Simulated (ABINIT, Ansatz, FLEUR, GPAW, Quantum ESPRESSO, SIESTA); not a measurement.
Code comparison for ZnP (P6_3mc, 4 atoms in the cell)

Self-consistent single point, at a second geometry (lattice scaled by 0.98). First geometry:

```yaml
crystal:
  lattice:
    - [3.63466, 0.00000, 0.00000]
    - [-1.81733, 3.14771, 0.00000]
    - [0.00000, 0.00000, 6.91407]
  atoms:
    - { symbol: Zn, position: [0.33333, 0.66667, 0.35584] }
    - { symbol: Zn, position: [0.66667, 0.33333, 0.85584] }
    - { symbol: P, position: [0.33333, 0.66667, 0.01916] }
    - { symbol: P, position: [0.66667, 0.33333, 0.51916] }
```

Shared settings, as Ansatz (a quantum-chemistry and plane-wave program) writes them: kpoints.mp_grid.grid = 10 10 5; scf.occupations.method = gaussian; scf.occupations.width = 0.2 eV. Potentials and cutoffs stand in the table.

```csv
code,model,ΔF from the first geometry (meV/atom),pressure (GPa),largest force (eV/Å),cutoff
Ansatz,"PBEsol, PAW files made with PBE",-11.6,0.62,0.078,default
SIESTA,"GGA PBEsol, numerical atomic orbitals TZP, PseudoDojo PBEsol standard norm-conserving potentials (rewritten from UPF to PSML)",-17.9,0.11,0.120,grid 300 Ry
FLEUR,"PBEsol, all-electron FLAPW (FLEUR), scalar-relativistic valence",–,–,0.071,Kmax 4 1/bohr
ABINIT,"PBEsol, PAW (JTH v2.0 PBE PAW, files made for PBE)",-11.4,0.65,0.074,30 Ha
Quantum ESPRESSO,"PBEsol, GBRV 1.5 ultrasoft (PBESOL) pseudopotentials",-10.9,0.42,0.077,50 Ry
GPAW,"PBEsol, GPAW PAW datasets PBEsol (made by gpaw-setup)",-10.2,0.89,0.076,850 eV
```

A dash marks a value that a program does not give, or that is left out as unsure.

No clean gap comes from Ansatz, SIESTA, ABINIT, Quantum ESPRESSO and GPAW: levels at the Fermi energy touch, overlap or are partly filled at this smearing.

The spread over the programs that give each value: ΔF from the first geometry within 7.7 meV/atom; pressure within 0.78 GPa; largest force within 0.049 eV/Å.

SIESTA uses small atom-centred bases, whose incompleteness enters pressures, forces and empty levels differently from a plane-wave cutoff. FLEUR treats all electrons, but the usual bases taken here (sphere radii, linearisation, local orbitals, empty states) were not tested for convergence, so the values are no reference for the others. Ansatz's pressure is given at a fixed set of plane waves, as the other plane-wave codes print theirs; with its correction for the finite basis it is 0.66 GPa.

The starting cell comes from a database of computed structures (which also holds hypothetical and non-ambient phases and stackings), without a prior relaxation at this level. For this run, on top of that: lattice scaled by 0.98.

Left out of this page: CP2K (unsound by tests on forces, stress, charge or solver warnings); Elk (not drawn, or without a comparable value).

Keys are those of Ansatz 0.2.
